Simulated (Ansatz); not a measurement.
Hypothetical fluorite ZrSe2, thickness series

Start from ZrSe2 in the fluorite structure (space group Fm-3m, No. 225; a = 6.508 Å; a hypothetical phase, not in the database extracts checked). Axes: x, y, z lie along the cube axes.

Free-standing slabs (3 atom(s) a layer) normal to [111] with 15 Å of vacuum; in-plane cell held at bulk.

Calculations: PBEsol (Ansatz, an electronic-structure program; PAW; 420 eV plane waves; no SOC).

Notes on the quantities. excess energy per area of both faces: slab less bulk energy over the cell's area: twice a surface energy; uncertain by up to 0.2 J/m².

```tsv
change	change of the spacing d23 from its bulk value of 0.939 Å	band gap	thickness between the outermost nuclei	excess energy per area of both faces	shortest interatomic distance
base	–	zero	–	–	2.818 Å
1 layer	–	0.87 eV	2.06 Å	–	2.849 Å
2 layers	___	___	5.54 Å	___	___
3 layers	-15.8 %	0.46 eV	9.34 Å	0.5 J/m²	2.681 Å
4 layers	-15.8 %	0.16 eV	13.12 Å	0.6 J/m²	2.672 Å
5 layers	-15.9 %	zero	16.88 Å	0.6 J/m²	2.678 Å
6 layers	-16.4 %	zero	20.62 Å	0.6 J/m²	2.677 Å
```

Task: Some entries are withheld; estimate them.

Result: 
- 2 layers, change of the spacing d23 from its bulk value of 0.939 Å: -25.4 %
- 2 layers, band gap: 0.73 eV
- 2 layers, excess energy per area of both faces: 0.51 J/m²
- 2 layers, shortest interatomic distance: 2.654 Å

The excess energy carries the mismatch between the slab's and the bulk's meshes. Stability against distortions was not tested. The final runs are not spin-polarised. A zero or small gap of ZrSe2 can be the functional's error rather than a property of the material.
